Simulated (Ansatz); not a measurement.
Point defect O vacancy (broken-bond start) in alpha quartz

All values below come from PBE, PAW (plane waves to 420 eV; Ansatz, an electronic-structure program). Cell: 72 sites, 2×2×2; final energies on a 2×2×2 Γ-centred mesh. Sites at the start: the O site; a neighbour pushed 0.95 Å away from the vacancy. Charged cells carry a point-charge image correction with potential alignment at far atoms. Dielectric constants: PBE linear response of the host. Host gap at this level: 5.68 eV. These values are not converged in cell size to better than tenths of an eV. PBE underestimates the host's gap, which shifts levels and can delocalise carriers. Spin–orbit coupling is left out. Each state is the lowest found from its start.

Formation energies E_f are given with the Fermi level at the valence-band maximum. Chemical conditions: O-rich (Δμ(O) = 0.00 eV; only phases computed here count, gases as isolated molecules at 0 K); Si-rich (Δμ(O) = -4.16 eV; only phases computed here count, gases as isolated molecules at 0 K). Reference phases: O: O2 molecule in a box.

In at least one state atoms left their starting sites on relaxation (a large move, or an atom on the emptied site), so the name describes the start.

```csv
charge,moment (μB),point group,largest move off a lattice site (Å),image correction with alignment (eV),"E_f, O-rich (eV)","E_f, Si-rich (eV)"
+2†,not spin-polarised,–,1.45,0.98,–,–
+1,1.0,C1,0.40,0.31,4.80,0.63
0,not spin-polarised,C1,0.55,0.00,5.23,1.06
```

† Not settled in this cell, so no level is given: charge +2: a large or scattered potential alignment.

Point groups are those of the whole cell at tolerances of 0.03 and 0.1 Å ("near" where only the looser one holds); none is given for unsettled states.

No other site or start that was run ended lower by more than 0.1 eV.

Transition levels above the valence-band maximum: ε(+1/0) = 0.43 eV. With a charge missing or unsettled, these needn't be thermodynamic levels.

Flagged in the runs: a host whose relaxation on this sampling wasn't shown to rest, a strain field that reaches the edge of the cell.
